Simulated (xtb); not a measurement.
xtb 6.7.1, GFN1-xTB: Al(Me)2(OSiOH3) ([CH3][Al]([CH3])[O][Si](O)(O)O), 17 atoms. The geometry is a generated start, not checked to be a minimum at this level.

```json
{
  "run_flags": "--grad",
  "method": "GFN1-xTB",
  "--acc": "1 (default)",
  "--etemp (K)": "300 (default)",
  "basis_functions": "62",
  "valence_electrons": "48"
}
```

```xyz
17

Al    -0.0106     1.0239     0.6405
C      1.1974     2.4474    -0.0610
H      2.2478     2.2025     0.1326
H      1.0143     3.4321     0.3707
H      1.1011     2.5396    -1.1483
C     -1.2634     1.0597     2.1974
H     -1.9170     0.1811     2.1925
H     -1.8974     1.9491     2.2103
H     -0.7268     1.0549     3.1494
O      0.0425    -0.4118    -0.2289
Si     0.0641    -1.8091    -1.0631
O      1.1815    -2.7771    -0.3977
O      0.3765    -1.4896    -2.6284
O     -1.3624    -2.5823    -0.9945
H      0.8973    -3.6361    -0.1024
H      1.1661    -1.0015    -2.8424
H     -2.1110    -2.1828    -1.4267
```

One run each on 1 thread. Values of broydamp tried: 0.02, 0.05, 0.1, 0.2, 0.4 (default), 0.6, 0.8, 1.

**Question.** Predict the course of the SCC iterations along this series.

**Answer.** Fewest SCC iterations, within one of each other: 0.2 with 11, 0.4 (default) with 10, 0.6 with 11, 0.8 with 11. The count rises to 16 at 0.02. All converge to one solution.

| broydamp | SCC iterations | end |
|---|---|---|
| 0.02 | 16 | same solution |
| 0.05 | 15 | same solution |
| 0.1 | 13 | same solution |
| 0.2 | 11 | same solution |
| 0.4 (default) | 10 | same solution |
| 0.6 | 11 | same solution |
| 0.8 | 11 | same solution |
| 1 | 13 | same solution |
